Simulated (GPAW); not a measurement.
A working GPAW input for MgAl2Sb2 (P-3m1, 5 atoms in the cell) (DFT PBEsol, plane waves, GPAW PAW datasets PBEsol (made by gpaw-setup)):

```python
from ase import Atoms
from ase.units import GPa
from gpaw import GPAW

atoms = Atoms(['Mg', 'Al', 'Al', 'Sb', 'Sb'],
              cell=[[4.603840, 0.000000, 0.000000],
                    [-2.301920, 3.987042, 0.000000],
                    [0.000000, 0.000000, 7.086320]],
              scaled_positions=[[0.000000, 0.000000, 0.000000],
                                [0.666667, 0.333333, 0.370790],
                                [0.333333, 0.666667, 0.629210],
                                [0.666667, 0.333333, 0.769690],
                                [0.333333, 0.666667, 0.230310]],
              pbc=True)

calc = GPAW(mode={'name': 'pw', 'ecut': 800},
            xc='PBEsol',
            kpts={'size': (6, 6, 3), 'gamma': True},
            occupations={'name': 'fermi-dirac', 'width': 0.1},
            nbands=-9,
            convergence={'density': 1e-05, 'energy': 1e-05},
            symmetry={'symmorphic': False, 'tolerance': 0.0005},
            maxiter=120)

atoms.calc = calc

energy = atoms.get_potential_energy()
print('Energy (eV):', round(energy, 6))
forces = atoms.get_forces()
print('Forces (eV/Ang):')
print(forces.round(5))
stress = atoms.get_stress()
print('Stress (GPa, Voigt):', (stress / GPa).round(4))
```

The run converged in 22 iterations: free energy E − TS (from the program's reference atoms) -19.5748 eV; Fermi level (on the code's own zero) 5.54 eV; pressure -1.68 GPa; largest force (vector length) 0.041 eV/Å. Each of these slips is then made, one at a time:

(1)
```diff
-atoms = Atoms(['Mg', 'Al', 'Al', 'Sb', 'Sb'],
+atoms = Atoms(['Mg', 'Al', 'Al', 'Sb', 'Sb', 'Al'],
-                                [0.333333, 0.666667, 0.230310]],
+                                [0.333333, 0.666667, 0.230310],
+                                [0.666667, 0.333333, 0.370790]],
-            nbands=-9,
+            nbands=-10,
```

(2)
```diff
-            nbands=-9,
+            nbands=23,
```

Q: Predict the outcome of each change.

A: 
(1) One atom entered twice. The program stopped before any SCF iteration, with the message: gpaw.utilities.AtomsTooClose: Atoms are too close, e.g. 0.0 Å.

(2) Too few bands. The run converged in 26 iterations without an error; against the sound input the free energy rises by 45.1 meV/atom, the pressure goes from -1.68 to -1.42 GPa and the largest force goes from 0.041 to 0.196 eV/Å.

The starting cell comes from a database of computed structures (which also holds hypothetical and non-ambient phases and stackings), without a prior relaxation at this level. The run gives no clean gap (levels at the Fermi energy touch, overlap or are partly filled at this smearing), which alone does not show that the compound is a metal.

Left out of this page: 3 runs of the series outside the window shown, repeating another row's setting, or not comparable.
